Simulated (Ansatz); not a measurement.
Base system: BeS in the rock salt structure (space group Fm-3m, No. 225; a = 4.5900 Å; a hypothetical phase, not in the database extracts checked). Axes: x, y, z lie along the cube axes.

The change: biaxial strain −3.51 %, plane normal [001], relaxed out of plane (Cartesian); in-plane vectors clamped, the third vector and the atoms free.

Levels (all Ansatz, a first-principles code, PAW): PBEsol (420 eV, no SOC); r2SCAN (500 eV, no spin-orbit coupling).

The geometry is relaxed with PBEsol.

- PBEsol hole mass = 0.36 mₑ out of plane, 0.60 mₑ in plane (at Γ)
- PBEsol lowest conduction level above the VBM at special points = X 0.62 eV; M 1.39 eV; S 2.69 eV; S₀ 2.69 eV
- PBEsol gap character = indirect, Γ → X
- PBEsol pressure = 6.43 GPa

**Question.** Predict the hole mass, lowest conduction level above the VBM at special points, gap character and pressure from r2SCAN.

**Answer.** The hole mass goes from 0.36 mₑ out of plane, 0.60 mₑ in plane (at Γ) to 0.36 mₑ out of plane, 0.59 mₑ in plane (at Γ); the lowest conduction level above the VBM at special points becomes X 0.97 eV; M 1.78 eV; S 3.19 eV; S₀ 3.19 eV (PBEsol: X 0.62 eV; M 1.39 eV; S 2.69 eV; S₀ 2.69 eV); the gap character remains indirect, Γ → X; the pressure rises by 3.84 GPa, from 6.43 GPa to 10.27 GPa.

Single points use the geometry relaxed with PBEsol. Their cutoffs differ, which shifts pressures a little. Masses are band curvatures over ±0.01 Å⁻¹ around the edge. Whether these cells are dynamically stable was not tested. Labels are those of the standard path for the cell's own space group.
